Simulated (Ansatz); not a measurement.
CuZn (Pm-3m, No. 221, 2 atoms in the cell; start mp-1215462), treated with r²SCAN in Ansatz (plane waves, PAW).

Settings: plane-wave cutoff 560 eV, 22×22×14 k mesh (along the axes of the cell as run), Fermi–Dirac smearing 0.05 eV, no spin polarisation, scalar-relativistic PAW data made under PBE.

Cell (relaxed at this level):

```xyz
2
Lattice="2.0640 -2.0641 0.0000 2.0640 2.0641 0.0000 0.0000 0.0000 2.9183" Properties=species:S:1:pos:R:3 pbc="T T T"
Zn     2.0640     0.0000     1.4592
Cu     0.0000     0.0000     0.0000
```

Question: Give the computed bulk modulus B0.

Answer: 
- bulk modulus B0 = 135 GPa

Note: the run has no spin polarisation, so it can have missed a magnetic state; the bulk modulus is −V dP/dV from two relaxed cells at ±2 % in volume; the relaxation could not lower the start's symmetry, so the cell can be a saddle point above a distorted one.

Computed values are for the static lattice.

Cost on a shared machine: roughly 60 core-minutes.

A start named mp-… is a Materials Project structure, which need not be a measured phase.

Ansatz is an electronic-structure program.
